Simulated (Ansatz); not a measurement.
Functionals compared on the (110) surface of beta tin in its 1x1 cell, outermost plane spacing 2.10 Å in the ideal cut, in Ansatz (plane waves, PAW). The structure was relaxed with PBE; the other rows are single points on it, each with its references at the same level. Cutoff 420 eV (500 eV for r2SCAN).

Model: 6-atom slab, 10.5 Å thick at the start (thin: gaps and levels are the slab's own), 12x9x1 mesh, Fermi-Dirac 0.1 eV, dipole correction, all atoms relaxed; symmetry of the start imposed; no spin, no spin-orbit, no U. These notes are the PBE run's.

```
functional  surface energy (J/m²)  work function of the top face (eV)  rough cost of the single point
----------  ---------------------  ----------------------------------  ------------------------------
PBE                          0.51                                4.30                               –
LDA                          0.75                                4.56    very roughly 50 core-seconds
PBEsol                       0.68                                4.37    very roughly 50 core-seconds
RPBE                         0.39                                4.19    very roughly 50 core-seconds
r2SCAN                       0.61                                4.46         roughly 90 core-seconds
```

Ansatz is a quantum-chemistry and plane-wave program.
